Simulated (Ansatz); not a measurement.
What Mo → B does to MoSe2

Consider MoSe$_{2}$ in the 2H-MoS2 type structure (space group P6_3/mmc, No. 194; a = 3.2277 Å, c = 12.3469 Å; layered, stacked along the Cartesian z axis).

The change: B takes the place of Mo on all its sites, then cell and atoms are relaxed.

All numbers come from Ansatz (a first-principles code) PBEsol-D3(BJ), no spin-orbit coupling. Γ-centred 17×17×5 mesh, Fermi–Dirac width 0.05 eV, for the changed cell.

The volume per atom decreases by 3.494 Å³ to 15.07 Å³ and the lattice parameter a shrinks by 0.052 Å, from 3.228 Å to 3.176 Å. The c/a ratio shrinks by 0.566 to 3.259 and the space group remains P6_3/mmc (No. 194). The band gap goes from 0.54 eV to zero.

Cost of the whole job for the changed cell (relaxation, final SCF and bands): very roughly 6 core-minutes.

No phonon test of stability was made. As relaxed here, BSe2 is a hypothetical phase, not in the database extracts checked. All final runs are without spin polarisation.
